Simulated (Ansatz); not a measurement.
The parent structure is ZnCu2SnS4 (space group I-4, No. 82; a = 5.468 Å, c = 10.935 Å).

Computed with PBE (Ansatz, a first-principles code, PAW, spin-orbit coupling left out), earlier PAW set.

Base values:

The band gap is zero.

Modification: every lattice vector is shortened by 4.55 %; the atoms relax in the strained cell.

Problem. What does the calculation give for the electron mass after the change?

Solution. The electron mass comes out as 0.098 mₑ (at Γ).

Problem. Predict the new band gap.

Solution. The band gap changes from zero to 0.44 eV.

Problem. Estimate the effect on the hole mass.

Solution. The hole mass amounts to 0.10 mₑ along c, 0.64 mₑ across (at Γ).

Problem. What does the calculation give for the valence-band top at Γ after the change?

Solution. The valence-band top at Γ (three highest levels, from the VBM) amounts to 0.00, -0.05, -0.05 eV.

Masses are band curvatures over ±0.01 Å⁻¹ around the edge. No phonon test of stability was made. All final runs are without spin polarisation. Gaps under 0.05 eV, about the width of the smearing, are given as zero. A zero or small gap of ZnCu2SnS4 can be the functional's error rather than a property of the material.
